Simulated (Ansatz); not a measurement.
The starting structures come from a database of crystals and need not be the phases stable at ambient conditions.

Tunnelling through a barrier is set by its complex band structure: the current falls as exp(−2κd) with the smallest κ.

Consider the following.

```yaml
crystal:
  lattice:
    - [3.86348, 0.00000, 0.00000]
    - [0.00000, 6.34144, 0.00000]
    - [1.93174, 0.00000, 3.34587]
  atoms:
    - { symbol: Al, position: [0.33333, 0.99993, 0.33333] }
    - { symbol: Al, position: [0.66667, 0.49993, 0.66667] }
    - { symbol: P, position: [0.33333, 0.62507, 0.33333] }
    - { symbol: P, position: [0.66667, 0.12507, 0.66667] }
```

Space group of this cell: P6_3mc, wurtzite. The cell is taken as given.

Transport runs along the normal of the first two printed cell vectors, the (100) plane of the conventional cell.

The gap is the functional's own, uncorrected, and κ follows it; spin-orbit coupling is left out. Mid-gap values are interpolated between the computed energies.

Compute, with PBEsol in Ansatz (a quantum-chemistry and plane-wave program), the band gap and the smallest decay constant κ at mid-gap.

Gap 1.83 eV on a 10×6×10 mesh; κ = 0.173 1/Å, at the zone centre.
